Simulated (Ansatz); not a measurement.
The starting structures come from a database of crystals and need not be the phases stable at ambient conditions.

Data:

```yaml
crystal:
  lattice:
    - [5.92222, 0.00000, 0.00000]
    - [2.96111, 8.17659, -0.01638]
    - [2.96111, -1.06682, 2.76226]
  atoms:
    - { symbol: Pb, position: [0.19470, 0.80530, 0.30530] }
    - { symbol: Pb, position: [0.30530, 0.19470, 0.69470] }
    - { symbol: Br, position: [0.85368, 0.64632, 0.14632] }
    - { symbol: Br, position: [0.64632, 0.35368, 0.85368] }
    - { symbol: F, position: [0.50000, 0.00000, 0.00000] }
    - { symbol: F, position: [0.00000, 0.00000, 0.00000] }
```

Space group of this cell: P4/nmm. The cell was relaxed by PBE-D3(BJ).

Transport runs along the normal of the first two printed cell vectors, the (111) plane of the conventional cell.

The gap is the functional's own, uncorrected, and κ follows it; spin-orbit coupling is left out. Mid-gap values are interpolated between the computed energies.

Problem. Compute, with r2SCAN (Ansatz, a quantum-chemistry and plane-wave program), the band gap and the smallest decay constant κ at mid-gap.

Solution. Gap 3.04 eV on a 12×12×12 mesh; κ = 0.253 1/Å, at (0.000, 0.250) of the in-plane reciprocal vectors. At the zone centre, at the nearest computed energy, the slowest state has κ = 0.30 1/Å.
